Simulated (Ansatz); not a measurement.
Take Ni in the hcp (Mg type) structure (space group P6_3/mmc, No. 194; a = 2.4500 Å, c = 4.0145 Å; ferromagnetic; relaxed with 0.1 eV smearing) as the base. Axes: x lies along a and z along c of the hexagonal cell.

The values are results of PBEsol (Ansatz, a program for electronic structure), without spin-orbit coupling, earlier PAW set, not measurements.

Base values:

- Pressure: 0.0 GPa
- Magnetic state: ferromagnetic

Perturbation: compressive biaxial strain of 1.64 % in the plane normal to [001], as in epitaxy on a mismatched substrate; the out-of-plane cell vector and the atoms relax.

Q: What does the calculation give for the out-of-plane strain after the change?

A: The out-of-plane strain is +1.13 %.

Q: What happens to the pressure?

A: The pressure (mean of the normal stresses, compression positive) goes from zero to 5.4 GPa.

Q: What happens to the magnetic state?

A: The magnetic state is still ferromagnetic.

Other magnetic orders, which the real material may have, were not ruled out. Stability against distortions was not tested. This is not the structure that Ni has at room temperature and ambient pressure.
